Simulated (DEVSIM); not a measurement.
System: abrupt Si p-n junction, at 350 K.

```csv
layer (left to right),material,thickness (μm),Nd (cm⁻³),Na (cm⁻³),τn (s),τp (s)
1,Si,3.20,-,2.2e18,5.3e-5,5.3e-5
2,Si,77.0,1.9e16,-,5.3e-5,5.3e-5
```

Left contact: ohmic. Right contact: ohmic. Voltage is applied to the left contact. Recombination: SRH at mid-gap. Mobility is μmin + (μ − μmin)/(1 + (N/Nref)^α).

The device is made up for the run: typed textbook-type constants, with dimensions and the other settings drawn at random. Values at 300 K; Nc and Nv go as T^1.5, mobilities as T to minus their exponent, the gap by Varshni's rule with the affinity fixed.

```
parameter               Si
----------------  --------
gap (eV)             1.124
affinity (eV)         4.05
permittivity          11.7
Nc (cm⁻³)          2.86e19
Nv (cm⁻³)           3.1e19
μn (cm²/Vs)           1417
μp (cm²/Vs)            470
μn,min                  52
μp,min                  45
Nref,n              9.7e16
Nref,p              2.2e17
αn                    0.68
αp                    0.72
T exponent of μn       2.3
T exponent of μp       2.2
Varshni α (eV/K)  0.000473
Varshni β (K)          636
```

Simulated with DEVSIM: 1D drift-diffusion, Boltzmann statistics, complete ionisation; no tunnelling, impact ionisation, image-force lowering or self-heating.

Question: Give the dark reverse current.

Answer: 
| V (V) | J (A/cm²) |
|---|---|
| -0.04 | -2.1e-9 |
| -0.10 | -3.3e-9 |
| -0.20 | -4.5e-9 |
| -0.30 | -5.5e-9 |
| -0.40 | -6.4e-9 |
| -0.60 | -8.1e-9 |
| -0.80 | -9.6e-9 |
| -1.00 | -1.1e-8 |
| -1.30 | -1.3e-8 |
| -1.60 | -1.4e-8 |
| -2.00 | -1.7e-8 |
